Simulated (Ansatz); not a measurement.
Defect migration in fcc Cu: Zr-vacancy pair (Zr on one host Cu site, one Cu site vacant), neutral cell. All values below come from PBE, PAW (plane waves to 420 eV; Ansatz, a first-principles code).

32-site cell at the relaxed PBE lattice, a 3×3×3 k-point mesh shifted by half a step, smearing 0.10 eV, spin-restricted, no finite-size correction. Static, classical nuclei. Forms of the defect that were not tried may lie lower.

Barriers: single points on a 5×5×5 k-point mesh shifted by half a step at the bands' geometries.

The step: the Zr atom itself jumps into the vacancy (Zr-vacancy distance between ideal sites 2.57 Å throughout); the atom moves 1.76 Å along (0.00, 0.34, 0.34) of the unit cell; the moving atom starts with neighbours 4 Cu at 2.58, 2 Cu at 2.67, 4 Cu at 2.78, Cu at 2.93, 2 Cu at 3.26 Å and ends with 4 Cu at 2.58, 2 Cu at 2.67, 4 Cu at 2.78, Cu at 2.93, 2 Cu at 3.26 Å.

**Question.** What is the computed migration barrier of this step (PBE, PAW)?

**Answer.** 4.5 kcal/mol, the same both ways. At the saddle the moving atom has neighbours 4 Cu at 2.52, 2 Cu at 2.84, 2 Cu at 2.86 Å. The saddle point's order was not checked, and it lies on a symmetry element of the cell, where a band can be held.
